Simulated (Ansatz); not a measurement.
# Band gap of Sr2P7Br (P2₁3, No. 198; structure not from a measured cell) at several levels of theory

No measured value is used here.

```
level (code)     value (eV)
---------------  ----------
LDA (Ansatz)     (withheld)
PBEsol (Ansatz)        1.96
r²SCAN (Ansatz)        2.31
```

**Question.** What belongs in the gaps?

**Answer.** 
- LDA (Ansatz, a first-principles code), value (eV): 1.93

Computed values are for a static lattice. Spin–orbit coupling is included only where a level's name says +SOC; with heavier elements it mostly lowers gaps and can invert bands.  Values are at the PBEsol cell. Cutoffs differ between the levels. Ansatz's density-functional and Hartree–Fock values are scalar-relativistic unless marked +SOC, with PAW data made under PBE.
